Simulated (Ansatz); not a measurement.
An Ansatz (a program for electronic structure) input (PBEsol (Ansatz, PAW, no spin-orbit coupling)):

Ansatz 0.2 input:
```yaml
crystal:
  lattice:
    - [0, 2.3035256459, 2.257455133]
    - [2.3035256459, 0, 2.257455133]
    - [2.3035256459, 2.3035256459, 0]
  atoms:
    - { symbol: Hf, position: [0, 0, 0] }
    - { symbol: C, position: [0.5, 0.5, 0.5] }
basis: { ecutwfc: 420, ecutrho_ratio: 4, xc_grid: 2, fft_grid_basis: typed }
kpoints: { mp_grid: { grid: [22, 22, 22] } }
hamiltonian:
  xc: pbesol
  dispersion: none
  pseudopotentials: { kind: paw }
scf: { occupations: { method: fermi_dirac, width: 0.1 }, convergence: { dr2_threshold: 0.0000000002 } }
relax: { f_tol: 0.005, max_steps: 50 }
output: { forces: true, stress: true }
checkpoint: { write: state.ck, write_every: 1000 }
```

Question: Which symmetry and how many k-points will the program report, and about how many plane waves at Γ?

Answer: Space group I4/mmm (ITA 139) with 16 operations, k-points 834 of 10648, and 475 plane waves at Γ.

Question: And the final pressure?

Answer: 5.42 GPa (compression positive).

The cells carry an imposed strain or load. Stability against distortions was not tested. All final runs are without spin polarisation. The cell was made from HfC in the rock salt structure (space group Fm-3m, No. 225) by this change: uniaxial strain ε_zz = −2.00 %.
